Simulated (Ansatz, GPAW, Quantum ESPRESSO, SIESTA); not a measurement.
**Code comparison for Zr4CuNi (P1, 6 atoms in the cell)**

Self-consistent single point, at a second geometry (atoms moved at random). First geometry:

```
Zr4CuNi
1.0
   -3.29512     3.29512     2.60385
    3.29512    -3.29512     2.60385
    3.29512     3.29512    -2.60385
Zr Cu Ni
4 1 1
Direct
  0.41119   0.91119   0.82238
  0.91119   0.08881   0.50000
  0.08881   0.58881   0.17762
  0.58881   0.41119   0.50000
  0.50000   0.50000   0.00000
  0.00000   0.00000   0.00000
```

Second geometry:
```
Zr4CuNi
1.0
   -3.29512     3.29512     2.60385
    3.29512    -3.29512     2.60385
    3.29512     3.29512    -2.60385
Zr Cu Ni
4 1 1
Direct
  0.42303   0.91350   0.82751
  0.90249   0.07641   0.49588
  0.08538   0.59648   0.19050
  0.57490   0.40623   0.48503
  0.50364   0.50195   0.99757
  0.01056   0.00543   0.00351
```

Shared settings, as Ansatz (a first-principles code) writes them: kpoints.mp_grid.grid = 5 5 5; scf.occupations.method = gaussian; scf.occupations.width = 0.136 eV. Potentials and cutoffs stand in the table.

```tsv
code	model	ΔF from the first geometry (meV/atom)	pressure (GPa)	largest force (eV/Å)	cutoff
GPAW	PBEsol, GPAW PAW datasets PBEsol (made by gpaw-setup)	10.9	-4.76	0.522	850 eV
SIESTA	GGA PBEsol, numerical atomic orbitals DZP, PseudoDojo PBEsol standard norm-conserving potentials (rewritten from UPF to PSML)	11.0	-7.27	0.530	grid 400 Ry
Quantum ESPRESSO	PBEsol, SSSP 1.1.2 efficiency (PBE) pseudopotentials	10.8	-4.88	0.526	50 Ry
Ansatz	PBEsol, PAW files made with PBE	10.8	-4.73	0.525	420 eV
```

Size of the force on each atom (eV/Å): Sizes of forces hide their directions.

```tsv
code	Zr1	Zr2	Zr3	Zr4	Cu5	Ni6
GPAW	0.254	0.434	0.522	0.495	0.266	0.267
SIESTA	0.279	0.480	0.448	0.530	0.255	0.258
Quantum ESPRESSO	0.251	0.432	0.526	0.486	0.263	0.260
Ansatz	0.251	0.432	0.525	0.487	0.263	0.260
```

On Ansatz's run: spin polarisation is off.

The spread over the programs that give each value: ΔF from the first geometry within 0.2 meV/atom; pressure within 2.54 GPa; largest force within 0.008 eV/Å.

SIESTA uses small atom-centred bases, whose incompleteness enters pressures, forces and empty levels differently from a plane-wave cutoff. Ansatz's pressure is given at a fixed set of plane waves, as the other plane-wave codes print theirs. In the pressure, SIESTA (by 2.50) lies more than 1 GPa from the median of the plane-wave programs. In the force vectors, SIESTA (by 0.127) lies more than 0.08 eV/Å from the median of the plane-wave programs.

The starting cell comes from a database of computed structures (which also holds hypothetical and non-ambient phases and stackings), without a prior relaxation at this level. For this run, on top of that: atoms moved at random.

Keys are those of Ansatz 0.2.
